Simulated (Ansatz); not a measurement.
Start from GaN in the CsCl type structure (space group Pm-3m, No. 221; a = 2.7427 Å; a hypothetical phase, not in the database extracts checked; relaxed with 0.1 eV smearing). Axes: x, y, z lie along the cube axes.

Computed with PBE in Ansatz (plane waves to 420 eV, PAW, no spin-orbit coupling).

Strains are applied to the cell and any free atomic positions relax.

One change was made to it. Results:

The energy goes up by 4.6 meV/atom; the pressure (mean of the normal stresses, compression positive) goes from zero to -3.2 GPa.

Which of these changes matches the shifts?
A. uniaxial strain ε_zz = +2.71 %
B. uniaxial strain ε_zz = +4.02 %
C. uniaxial strain ε_zz = +2.39 %

C, uniaxial strain ε_zz = +2.39 %. For comparison, the energy relative to the base in the other runs: uniaxial strain ε_zz = +2.71 % gives +6.0 meV/atom; uniaxial strain ε_zz = +4.02 % gives +13 meV/atom.

Whether these cells are dynamically stable was not tested. The final runs are not spin-polarised.

Ansatz is a quantum-chemistry and plane-wave program.
